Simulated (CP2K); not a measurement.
## Worked example: self-consistent single point of Ta₂O₅ (Pmmm, 7 atoms in the cell) in CP2K

Level of theory: CP2K with PBEsol, GPW, DZVP-MOLOPT-SR-GTH basis, GTH-PBE potentials (GTH_POTENTIALS).

Input:

```
&GLOBAL
  PROJECT run
  RUN_TYPE ENERGY_FORCE
  PRINT_LEVEL LOW
&END GLOBAL
&FORCE_EVAL
  METHOD Quickstep
  STRESS_TENSOR ANALYTICAL
  &DFT
    BASIS_SET_FILE_NAME BASIS_MOLOPT
    POTENTIAL_FILE_NAME GTH_POTENTIALS
    &QS
      METHOD GPW
      EPS_DEFAULT 1E-10
    &END QS
    &MGRID
      CUTOFF 500
      REL_CUTOFF 50
      NGRIDS 5
    &END MGRID
    &SCF
      SCF_GUESS ATOMIC
      EPS_SCF 1E-6
      MAX_SCF 100
      ADDED_MOS 10
      &DIAGONALIZATION
        ALGORITHM STANDARD
      &END DIAGONALIZATION
      &MIXING
        METHOD BROYDEN_MIXING
        ALPHA 0.2
        NBUFFER 12
        BETA 1.5
      &END MIXING
      &SMEAR ON
        METHOD GAUSSIAN
        SIGMA [eV] 0.05
      &END SMEAR
    &END SCF
    &KPOINTS
      SCHEME MONKHORST-PACK 9 9 5
    &END KPOINTS
    &XC
      &XC_FUNCTIONAL
        &PBE
          PARAMETRIZATION PBESOL
        &END PBE
      &END XC_FUNCTIONAL
    &END XC
    &PRINT
      &MO
        EIGENVALUES T
        OCCUPATION_NUMBERS T
        NDIGITS 8
        FILENAME mo
        &EACH
          QS_SCF 0
        &END EACH
        ADD_LAST NUMERIC
      &END MO
      &MULLIKEN OFF
      &END MULLIKEN
    &END PRINT
  &END DFT
  &SUBSYS
    &CELL
      A 3.70041000 0.00000000 0.00000000
      B 0.00000000 3.89209000 0.00000000
      C 0.00000000 0.00000000 6.52675000
      PERIODIC XYZ
    &END CELL
    &COORD
      SCALED
      Ta       0.50000000     0.00000000     0.50000000
      Ta       0.00000000     0.00000000     0.00000000
      O        0.50000000     0.50000000     0.50000000
      O        0.00000000     0.00000000     0.67966000
      O        0.00000000     0.00000000     0.32034000
      O        0.00000000     0.50000000     0.00000000
      O        0.50000000     0.00000000     0.00000000
    &END COORD
    &KIND Ta
      BASIS_SET DZVP-MOLOPT-SR-GTH-q13
      POTENTIAL GTH-PBE-q13
    &END KIND
    &KIND O
      BASIS_SET DZVP-MOLOPT-SR-GTH-q6
      POTENTIAL GTH-PBE-q6
    &END KIND
  &END SUBSYS
  &PRINT
    &FORCES ON
    &END FORCES
    &STRESS_TENSOR ON
    &END STRESS_TENSOR
  &END PRINT
&END FORCE_EVAL
```

Output (repeated stretches shortened):

```
 GLOBAL| Method name                                                        CP2K
 GLOBAL| Project name                                                        run
 GLOBAL| Run type                                                   ENERGY_FORCE

 TOTAL NUMBERS AND MAXIMUM NUMBERS

  Total number of            - Atomic kinds:                                   2
                             - Atoms:                                          7
                             - Shell sets:                                     7
                             - Shells:                                        41
                             - Primitive Cartesian functions:                 37
                             - Cartesian basis functions:                    132
                             - Spherical basis functions:                    117

  Maximum angular momentum of- Orbital basis functions:                        3
                             - Local part of the GTH pseudopotential:          2
                             - Non-local part of the GTH pseudopotential:      4

 SCF PARAMETERS         Density guess:                                    ATOMIC
                        max_scf:                                             100
                        max_diis:                                              4
                        eps_scf:                                        1.00E-06
                        eps_diis:                                       1.00E-01
                        eps_eigval:                                     1.00E-05
                        level_shift [a.u.]:                             0.000000
                        added MOs                                        10    0
                        Mixing method:                            BROYDEN_MIXING
                                                charge density mixing in g-space
                        Smear method:                                   GAUSSIAN
                        Smearing width (sigma) [a.u.]:                  1.84E-03
                        Accuracy threshold:                             1.00E-10
                        No outer SCF

 Extrapolation method: initial_guess

 Number of electrons:                                                         56
 Number of occupied orbitals:                                                 28
 Number of molecular orbitals:                                                38

 Number of orbital functions:                                                117
 Number of independent orbital functions:                                    117

 SCF WAVEFUNCTION OPTIMIZATION

  Step     Update method      Time    Convergence         Total energy    Change
     1 NoMix/Diag. 0.20E+00      -     2.05308212      -196.7179739576 -1.97E+02
     2 Broy./Diag. 0.20E+00      -     0.12337296      -189.6568610638  7.06E+00
     3 Broy./Diag. 0.20E+00      -     0.30138973      -194.2953769059 -4.64E+00
     4 Broy./Diag. 0.20E+00      -     0.08014025      -198.0968058408 -3.80E+00
     5 Broy./Diag. 0.20E+00      -     0.09006464      -195.9512002135  2.15E+00
     6 Broy./Diag. 0.20E+00      -     0.01909221      -196.6061534076 -6.55E-01
     7 Broy./Diag. 0.20E+00      -     0.02672610      -196.3640717174  2.42E-01
   [... 13 lines left out ...]
    21 Broy./Diag. 0.20E+00      -     0.00001219      -196.5522108901 -2.36E-04
    22 Broy./Diag. 0.20E+00      -     0.00000558      -196.5522589522 -4.81E-05
    23 Broy./Diag. 0.20E+00      -     0.00000187      -196.5522421708  1.68E-05
    24 Broy./Diag. 0.20E+00      -     0.00000253      -196.5522905876 -4.84E-05
    25 Broy./Diag. 0.20E+00      -     0.00000048      -196.5523220592 -3.15E-05

  *** SCF run converged in    25 steps ***

  Electronic density on regular grids:        -55.9999999996        0.0000000004
  Core density on regular grids:               55.9999999964       -0.0000000036
  Total charge density on r-space grids:       -0.0000000032
  Total charge density g-space grids:          -0.0000000032

  Overlap energy of the core charge distribution:               0.00000036814004
  Self energy of the core charge distribution:               -380.99110743057764
  Core Hamiltonian energy:                                     95.60947683732716
  Hartree energy:                                             119.53855584737923
  Exchange-correlation energy:                                -30.70924764011074
  Smearing free energy correction:                             -0.00000004139357
  Fermi energy:                                                 0.21592711850103

  Total energy:                                              -196.55232205922437
  Total energy (extrapolated to sigma->0):                   -196.55232203852759

 ENERGY| Total FORCE_EVAL ( QS ) energy [hartree]           -196.552317531889173

 FORCES| Atomic forces [hartree/bohr]
 FORCES|   Atom     x               y               z               |f|
 FORCES|      1  7.20373712E-10  7.40673976E-10  7.64290663E-10   1.28517565E-09
 FORCES|      2  7.64629820E-10  6.70431980E-10  7.34406156E-10   1.25438838E-09
 FORCES|      3  3.40159796E-11 -2.01107708E-10  2.07501523E-11   2.05016990E-10
 FORCES|      4  6.17800182E-11  6.92190344E-12 -7.15734796E-04   7.15734796E-04
 FORCES|      5  6.16892476E-11  6.66100995E-12  7.15734794E-04   7.15734794E-04
 FORCES|      6  1.88914010E-11 -1.88369264E-10  1.11427068E-11   1.89641832E-10
 FORCES|      7  4.20578414E-11  3.32277683E-11  5.73087464E-11   7.84680764E-11
 FORCES| Sum     1.70343802E-09  1.06843967E-09  1.58605873E-09
 FORCES| Total atomic force                                       2.56102454E-09

 STRESS| Analytical stress tensor [bar]
 STRESS|                        x                   y                   z
 STRESS|      x       -1.11988781254E+05   3.16971830429E-04   3.38538097557E-04
 STRESS|      y        3.16971830429E-04  -1.12747029327E+05   3.33279126215E-04
 STRESS|      z        3.38538097557E-04   3.33279126215E-04  -6.59633652098E+04
 STRESS| 1/3 Trace                                            -9.68997252637E+04
```

The run converged in 25 iterations.

The starting cell comes from a database of computed structures (which also holds hypothetical and non-ambient phases and stackings), without a prior relaxation at this level. Spin polarisation is off. Values carry the incompleteness of an atom-centred basis. The potentials were made for another functional than the one used. With a pressure of about -10 GPa the cell is away from its equilibrium volume at this level.

Cost on one core of a shared machine: roughly 4 min.
